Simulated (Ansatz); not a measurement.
Take Rh in the fcc (Cu type) structure (space group Fm-3m, No. 225; a = 3.800 Å) as the base.

Calculations: r2SCAN (Ansatz, an electronic-structure program), without spin-orbit coupling.

Base values:

The lattice parameter a is 3.800 Å.

It is then changed as follows: cell and atoms relaxed at a pressure of 2.1 GPa.

Question: Predict the new lattice parameter a.

Answer: The lattice parameter a shrinks by 0.009 Å, from 3.800 Å to 3.791 Å.

Load acts through the strain it causes; cell and atoms are relaxed under it. Stability against distortions was not tested. The final runs are not spin-polarised.
